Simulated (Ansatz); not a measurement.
Ansatz (a first-principles code) run on TiAl3 (Pmm2, 4 atoms in the cell): zone-centre phonon calculation.

Level of theory: LDA (PW92), PAW files made with PBE (plane waves; Ansatz).

```
CELL_PARAMETERS angstrom
      2.83968     0.00000     0.00000
      0.00000     4.68126     0.00000
      0.00000     0.00000     4.90074
ATOMIC_POSITIONS crystal
  Ti 0.00000 0.50000 0.16592
  Al 0.50000 0.50000 0.66727
  Al 0.50000 0.00000 0.33091
  Al 0.00000 0.00000 0.83590
```

Reference input (self-consistent single point, DFT, LDA (PW92), plane waves, PAW files made with PBE): kpoints.mp_grid.grid = 12 7 7; hamiltonian.xc = lda; hamiltonian.pseudopotentials = {kind: paw} (the program's default PAW files); scf.occupations.method = fermi_dirac; scf.occupations.width = 0.1 eV. This run's input differs from it in these lines:

```diff
@@ -18,6 +18,4 @@
   occupations: { method: fermi_dirac, width: 0.1 eV }
-output:
-  forces: true
-  eigenvalues: true
-  stress: true
+phonons:
+  method: dfpt
```

Log, with long lists cut:

```
SCF iter   1: F=—  HF=-3990.543848 eV  |F-HF|=—  |Δ(HF+E_count)|=         —  Δρ=3.30e-2  dr2=2.23e0  ethr=3.10e-3  ⟨swp⟩=5.7  Hψ=8780  notcnv=0
all-band conjugate gradients solve this SCF's bands
preconditioner: auto → Kerker (q_TF=auto, 2.259 Å⁻¹)
SCF iter   2: F=—  HF=-3990.152383 eV  |F-HF|=—  |Δ(HF+E_count)|=   3.91e-1  Δρ=1.97e-2  dr2=7.46e-1  ethr=3.10e-3  ⟨swp⟩=2.0  Hψ=2828  notcnv=0
   [... lines left out ...]
SCF iter   7: F=—  HF=-3989.932202 eV  |F-HF|=—  |Δ(HF+E_count)|=   2.78e-6  Δρ=6.16e-6  dr2=2.94e-8  ethr=4.55e-9  ⟨swp⟩=2.5  Hψ=2825  notcnv=0
SCF iter   8: F=—  HF=-3989.932202 eV  |F-HF|=—  |Δ(HF+E_count)|=   9.98e-9  Δρ=1.66e-6  dr2=1.79e-9  ethr=1.40e-10  ⟨swp⟩=2.4  Hψ=2798  notcnv=0
SCF iter   9: F=—  HF=-3989.932202 eV  |F-HF|=—  |Δ(HF+E_count)|=  5.03e-10  Δρ=3.48e-7  dr2=7.91e-11  ethr=8.51e-12  ⟨swp⟩=2.4  Hψ=2819  notcnv=0
SCF iter  10: F=-3989.932202 eV  HF=-3989.932202 eV  |F-HF|=1.82e-12  |Δ(HF+E_count)|=  1.64e-11  Δρ=5.29e-8  dr2=1.47e-12  ethr=1.00e-12  ⟨swp⟩=4.9  Hψ=6082  notcnv=0
SCF 1 converged in 10 iterations: F = -3989.932202 eV  dr2 = 1.47e-12
DFPT response loops at Γ: preconditioner auto → Kerker (q_TF=auto, 2.259 Å⁻¹) (partly filled bands, converged f_vac=0.000) …
Free energy (F): -3989.932202 eV
Internal energy: -3989.840085 eV  (E = F + TS)
E sigma→0 (E₀):  -3989.886144 eV
Entropy (-TS):   -0.092116 eV (-23.029 meV/atom)
Fermi energy:    9.084314 eV
--- Phonons (Γ-DFPT): 12 representative perturbations + reference, on 112 of 588 k-points (Σ response iterations 36) ---
  k mesh reduced under 4 symmetry operations, with k and −k counted as one. Each operation leaves every solved displacement unchanged or reverses it
  ASR residual: 5.348e-4 → 0.000e0 eV/Å²; symmetrization residual: 5.470e-6 eV/Å²
  ASR residual per site (eV/Å²): 5.35e-4 6.25e-6 7.54e-6 6.15e-6
  Γ frequencies (cm⁻¹): 0.00 0.00 0.00 124.56 149.98 171.50 190.06 235.51 244.93 288.48 307.82 310.10
  non-analytic LO–TO correction: not included (Born effective charges unavailable; polar crystals: no LO–TO splitting at Γ)
```

The run converged in 10 iterations. 

Summary of the result:
- Free energy E − TS (on the zero of these files) = -3989.9322 eV
- Fermi level (on the code's own zero) = 9.08 eV
- Zone-centre frequencies (cm⁻¹; negative means imaginary) = 0, 0, 0, 125, 150, 172, 190, 236, 245, 288, 308, 310

The starting cell comes from a database of computed structures (which also holds hypothetical and non-ambient phases and stackings), without a prior relaxation at this level. Spin polarisation is off.

Cost on one core of a shared machine: roughly 2 min.

Keys are those of Ansatz 0.2.
